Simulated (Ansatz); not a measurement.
A hypothetical phase is included: elements placed on a structure type, which no database files for this compound.

Inside the gap of an insulator the Bloch states are evanescent, with a wavenumber k + iκ along the transport direction.

Given:

```
MgO
1.0
    2.62765     0.00000     0.00000
    0.00000     2.62765     0.00000
    0.00000     0.00000     2.62765
Mg O
1 1
Direct
  0.00000   0.00000   0.00000
  0.50000   0.50000   0.50000
```

The cell was relaxed by PBE-D3(BJ); by r2SCAN it stands under a pressure of -0.8 GPa.

Transport runs along the normal of the first two printed cell vectors, the (001) plane of the conventional cell.

The gap is the functional's own, uncorrected, and κ follows it; spin-orbit coupling is left out. Mid-gap means the computed energy nearest the middle.

Task: State the band gap and the smallest decay constant κ at mid-gap according to r2SCAN (Ansatz, an electronic-structure program).

Result: Gap 3.44 eV on a 12×12×12 mesh; κ = 0.267 1/Å, at the zone centre.
